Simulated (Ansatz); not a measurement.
Levels about the gap of amorphous Al24Ba4O40 (68 atoms in a cell of 872 Å³, 3.50 g/cm³; zone centre alone, so wide bands show as single levels with stretches between that a denser mesh fills), at the geometry that PBE relaxed, where it gives 0.0 GPa on a denser mesh. The participation number counts the atoms over which a state spreads; weights are charges in smoothed Voronoi cells. The levels come from a single point, so bond lengths are those of that geometry. Method of the levels: PBE, scalar-relativistic without spin-orbit coupling (Ansatz, a first-principles code). Sampling: the zone centre alone; Fermi-Dirac width 0.02 eV; no spin polarisation. At PBE the levels at the filled edge of the gap are localised (band-tail or defect states), and the nearest spread-out levels lie 3.9 eV apart at the zone centre.

Preparation: random packing, a CHGNet melt and quench, and a DFT relaxation. O atoms were pushed apart under 1.9 Å during the dynamics, to hinder bonds among them. The hot cell started wider than the set density and was brought back towards it in steps. It is the lowest in DFT energy of 2 quenches. It is a model cell: composition and starting density were chosen by hand, and all elements were melted together. No dispersion term was used. Its density started from a set value of 3.68 and ended at 3.50 g/cm³. Cooling (nominally 240 K/ps over its main leg) ran many orders faster than in experiment, which tends to leave more defects and strain. Values belong to this one cell and scatter from quench to quench. Volume and shape were free in the relaxation.

```csv
"E - E(highest filled), eV",filling,participation number,largest on,weight O,weight Ba,weight Al
-0.50,filled,15.1,"O, 3 neighbours",0.94,0.02,0.05
-0.45,filled,7.2,"O, 3 neighbours",0.94,0.01,0.05
-0.44,filled,14.7,"O, 4 neighbours",0.94,0.01,0.05
-0.38,filled,3.6,"O, 3 neighbours",0.94,0.02,0.04
-0.22,filled,5.5,"O, 3 neighbours",0.94,0.01,0.04
-0.16,filled,8.1,"O, 3 neighbours",0.95,0.01,0.04
0.00,filled,4.4,"O, 3 neighbours",0.95,0.01,0.04
3.45,empty,62.5,"O, 4 neighbours",0.59,0.08,0.33
4.95,empty,11.4,"Ba, 9 neighbours",0.46,0.40,0.14
5.27,empty,24.2,"Ba, 9 neighbours",0.52,0.29,0.19
5.35,empty,35.2,"O, 4 neighbours",0.57,0.16,0.27
5.44,empty,20.0,"Ba, 7 neighbours",0.51,0.27,0.23
5.50,empty,31.0,"Ba, 9 neighbours",0.52,0.24,0.25
5.61,empty,19.3,"Ba, 9 neighbours",0.50,0.32,0.18
```

Most localised among these is the filled level at -0.38 eV, on a O atom, which has 3 neighbours (Al 1.76 Å, Al 1.84 Å, Ba 2.67 Å).
